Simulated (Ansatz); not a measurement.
# A computed series for CdTe: pressure series

Start from CdTe in the zinc blende structure (space group F-43m, No. 216; a = 6.489 Å).

Cell and atoms are relaxed at each pressure.

The values are results of PBEsol, PAW, 420 eV (Ansatz, an electronic-structure program; without spin-orbit coupling), not measurements.

Notes on the quantities. hole mass: degenerate bands, along [100].

| variant | width of the top valence band | hole mass | lattice parameter a | band gap |
|---|---|---|---|---|
| base | 2.21 eV | 0.056, 0.51, 0.51 mₑ (at Γ) | 6.489 Å | 0.65 eV |
| pressure −2 GPa | 1.98 eV | 0.045, 0.56, 0.56 mₑ (at Γ) | 6.611 Å | 0.49 eV |
| pressure −1 GPa | 2.10 eV | 0.051, 0.53, 0.53 mₑ (at Γ) | 6.545 Å | 0.57 eV |
| pressure 0.9 GPa | 2.30 eV | 0.059, 0.49, 0.49 mₑ (at Γ) | 6.445 Å | 0.71 eV |
| pressure 2.1 GPa | 2.41 eV | 0.064, 0.47, 0.47 mₑ (at Γ) | 6.391 Å | 0.78 eV |
| pressure 4.5 GPa | 2.61 eV | 0.071, 0.44, 0.44 mₑ (at Γ) | 6.301 Å | 0.91 eV |
| pressure 9 GPa | 2.93 eV | 0.081, 0.40, 0.40 mₑ (at Γ) | 6.170 Å | 1.10 eV |
| pressure 15 GPa | 3.30 eV | 0.090, 0.35, 0.35 mₑ (at Γ) | 6.038 Å | 1.30 eV |
| pressure 22.5 GPa | 3.67 eV | 0.099, 0.32, 0.32 mₑ (at Γ) | 5.913 Å | 1.48 eV |
| pressure 30 GPa | 3.96 eV | 0.10, 0.29, 0.29 mₑ (at Γ) | 5.814 Å | 1.58 eV |

With Te present, leaving out spin-orbit coupling can change the band edges. Load acts through the strain it causes; cell and atoms are relaxed under it. Masses are band curvatures over ±0.01 Å⁻¹ around the edge. Stability against distortions was not tested. Measured, CdTe leaves this structure (for cinnabar) near 3.53 GPa (temperature not stated; as listed in Datta, Sujoy, Jana, Debnarayan, arXiv (2020)), on rising pressure, with hysteresis.
